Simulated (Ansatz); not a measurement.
The starting structures come from a database of crystals and need not be the phases stable at ambient conditions.

Given:

```xyz
12
Lattice="5.2234 0.0000 0.0000 0.0000 12.9186 0.0000 2.6117 6.4593 2.6117" Properties=species:S:1:pos:R:3 pbc="T T T"
Al     0.0000     0.0000     0.0000
Al     0.0000     6.4593     0.0000
Tl     2.6117     3.2296     0.0000
Tl     5.2234    16.1482     2.6117
F      0.0000    11.1342     0.0000
F      2.6117     8.2437     2.6117
F      0.0000     8.2437     0.0000
F      0.0000     4.6749     0.0000
F      3.7533    12.9186     1.1416
F      4.0819     6.4593     1.4702
F      1.4702     6.4593     1.1416
F      6.3650    12.9186     1.4702
```

Space group of this cell: I4/mcm. The cell was relaxed by PBE-D3(BJ); by PBEsol its mean pressure is -3.3 GPa.

Transport runs along the normal of the first two printed cell vectors, the (100) plane of the conventional cell.

The gap is the functional's own, uncorrected, and κ follows it; spin-orbit coupling is left out. Mid-gap values are interpolated between the computed energies.

Task: Compute, with PBEsol in Ansatz (a quantum-chemistry and plane-wave program), the band gap and the smallest decay constant κ at mid-gap.

Result: Gap 4.16 eV on a 12×12×12 mesh; κ = 0.391 1/Å, at (0.500, 0.000) of the in-plane reciprocal vectors. At the zone centre, at the nearest computed energy, the slowest state has κ = 0.48 1/Å.
